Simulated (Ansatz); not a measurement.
Consider AlN in the zinc blende structure (space group F-43m, No. 216; a = 4.3777 Å). Axes: x, y, z lie along the cube axes.

Method: Ansatz (a first-principles code), PBEsol, PAW, cutoff 420 eV, scalar-relativistic without spin-orbit coupling.

Base values:

```
Quantity    Value
--------  -------
Band gap  3.19 eV
```

One thing is altered: tensor shear ε_xy = +0.57 % (engineering shear γ = 0.0114); the atoms relax in the strained cell.

Question: What happens to the valence-band top at Γ?

Answer: The valence-band top at Γ (three highest levels, from the VBM) is 0.00, -0.05, -0.10 eV.

Question: Predict the new energy relative to the base.

Answer: The energy rises by 0.8 meV/atom.

Question: How does this affect the band gap?

Answer: The band gap shrinks by 0.05 eV to 3.14 eV.

Whether these cells are dynamically stable was not tested. This is not the structure that AlN has at room temperature and ambient pressure.
